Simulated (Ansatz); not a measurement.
# ZrSe2 under a change: uniaxial stress, 1 GPa tension along x

Start from ZrSe₂ in the CdI2 type structure (space group P-3m1, No. 164; a = 3.6599 Å, c = 5.8413 Å; layered, stacked along the Cartesian z axis; relaxed with 0.1 eV smearing). Axes: x lies along a and z along c of the hexagonal cell.

Now apply this change: uniaxial stress, 1 GPa tension along x; all other stress components relax to zero.

Computed with PBEsol-D3(BJ) (Ansatz, a program for electronic structure), no SOC. Γ-centred 18×18×10 mesh, Fermi–Dirac width 0.1 eV.

| quantity | base | changed | shift |
|---|---|---|---|
| space group | P-3m1 (No. 164) | C2/m (No. 12) | – |
| shortest interatomic distance | 2.656 Å | 2.654 Å | -0.002 Å |
| energy relative to the base (free energy F) | 0 meV/atom | +0.7 meV/atom | +0.7 meV/atom |
| band gap | zero | zero | – |
| strain response (xx, yy, zz) | – | (+0.95, −0.19, −0.16) % | – |

Stability under load was not tested beyond the relaxation. All final runs are without spin polarisation. The zero or small gap of ZrSe2 can change with the level of theory.
